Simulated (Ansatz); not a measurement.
The parent structure is ZrO₂ (space group P4_2/nmc, No. 137).

```
ZrO2
1.0
    3.62082     0.00000     0.00000
    0.00000     3.62082     0.00000
    0.00000     0.00000     5.28425
Zr O
2 4
Direct
  0.00000   0.00000   0.00000
  0.50000   0.50000   0.50000
  0.00000   0.50000   0.19251
  0.00000   0.50000   0.69251
  0.50000   0.00000   0.30749
  0.50000   0.00000   0.80749
```

Calculations: PBE (Ansatz, an electronic-structure program; PAW; 420 eV plane waves; spin-orbit coupling left out), earlier PAW set.

For the base:

The c/a ratio is 1.459. The electron mass comes out as 2.3 mₑ along c, 0.61 mₑ across (at Γ) and the shortest interatomic distance comes out as 2.077 Å.

It is then changed as follows: hydrostatic tension (pressure −2 GPa).

**Question.** Estimate the effect on the c/a ratio.

**Answer.** The c/a ratio rises by 0.006 (1.459 → 1.465).

**Question.** What happens to the electron mass?

**Answer.** The electron mass becomes 2.4 mₑ along c, 0.62 mₑ across (at Γ) (base: 2.3 mₑ along c, 0.61 mₑ across (at Γ)).

**Question.** What happens to the shortest interatomic distance?

**Answer.** The shortest interatomic distance is still 2.077 Å.

The levels and masses belong to the bands next to the band gap. Load acts through the strain it causes; cell and atoms are relaxed under it. Effective masses come from finite differences of ±0.01 Å⁻¹. Stability against distortions was not tested. This is not the structure that ZrO2 has at room temperature and ambient pressure.
